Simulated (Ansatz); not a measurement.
Levels about the gap of amorphous Hf18O37H2 (57 atoms in a cell of 722 Å³, 8.75 g/cm³; zone centre alone, so wide bands show as single levels with stretches between that a denser mesh fills), at the geometry that PBE relaxed, where it gives -1.9 GPa on a denser mesh. The participation number counts the atoms over which a state spreads; weights are charges in smoothed Voronoi cells. The levels come from a single point, so bond lengths are those of that geometry. Method of the levels: r2SCAN, scalar-relativistic without spin-orbit coupling (Ansatz, a program for electronic structure). Sampling: the zone centre alone; Fermi-Dirac width 0.02 eV; no spin polarisation.

Preparation: random packing, a CHGNet melt and quench, and a DFT relaxation. O atoms were pushed apart under 1.9 Å during the dynamics, to hinder bonds among them. The hot cell started wider than the set density and was brought back towards it in steps. It is the lowest in DFT energy of 2 quenches. It is a model cell: composition and starting density were chosen by hand, and all elements were melted together. No dispersion term was used. Its density started from a set value of 8.75 and ended at 8.75 g/cm³. Cooling (nominally 500 K/ps over its main leg) ran many orders faster than in experiment, which tends to leave more defects and strain. One small periodic cell is one sample of the glass; other quenches scatter about these values. The volume was held where the preparation left it and the shape relaxed, at a PBE pressure of -1.9 GPa (tension). Stress components on the final sampling reach 2.0 GPa.

```csv
"E - E(highest filled), eV",filling,participation number,largest on,weight O,weight Hf,weight H
-0.41,filled,24.5,"O, 3 neighbours",0.95,0.05,0.00
-0.38,filled,20.3,"O, 3 neighbours",0.95,0.05,0.00
-0.32,filled,21.2,"O, 3 neighbours",0.95,0.05,0.00
-0.23,filled,14.0,"O, 2 neighbours",0.95,0.05,0.00
-0.19,filled,16.5,"O, 2 neighbours",0.95,0.05,0.00
-0.11,filled,11.2,"O, 3 neighbours",0.95,0.05,0.00
0.00,filled,12.1,"O, 2 neighbours",0.95,0.05,0.00
4.38,empty,28.7,"Hf, 6 neighbours",0.39,0.58,0.02
4.41,empty,26.0,"Hf, 6 neighbours",0.45,0.54,0.02
4.54,empty,27.0,"Hf, 6 neighbours",0.38,0.61,0.01
4.67,empty,22.0,"Hf, 6 neighbours",0.44,0.55,0.01
4.76,empty,28.8,"Hf, 6 neighbours",0.36,0.64,0.01
4.80,empty,26.9,"Hf, 5 neighbours",0.34,0.65,0.01
5.03,empty,16.1,"Hf, 6 neighbours",0.34,0.65,0.00
```

Most localised among these is the filled level at -0.11 eV, on a O atom, which has 3 neighbours (Hf 2.03 Å, Hf 2.16 Å, Hf 2.22 Å).
